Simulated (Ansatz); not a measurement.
Base system: BaTiO3 in the cubic perovskite structure (space group Pm-3m, No. 221; a = 3.935 Å).

Computed with LDA (Ansatz, a quantum-chemistry and plane-wave program, PAW, no spin-orbit coupling).

Base values:

| Quantity | Result |
|---|---|
| Gap character | indirect, R → Γ |
| Width of the top valence band | 0.99 eV |
| Pressure | -0.1 kbar |
| Band gap | 1.83 eV |

It is then changed as follows: every lattice vector is shortened by 3.00 %; the atoms relax in the strained cell.

Problem. What does the calculation give for the gap character, width of the top valence band, pressure, energy relative to the base and band gap after the change?

Solution. The gap character becomes direct at Γ (base: indirect, R → Γ); the width of the top valence band goes up by 0.12 eV (0.99 eV → 1.11 eV); the pressure rises by 219.0 kbar (-0.1 kbar → 218.9 kbar); the energy goes up by 67 meV/atom; the band gap grows by 0.08 eV to 1.91 eV.

Whether these cells are dynamically stable was not tested. The final runs are not spin-polarised. Many cubic perovskites are stable only at high temperature; tilts and polar distortions were not tested. This is not the structure that BaTiO3 has at room temperature and ambient pressure.
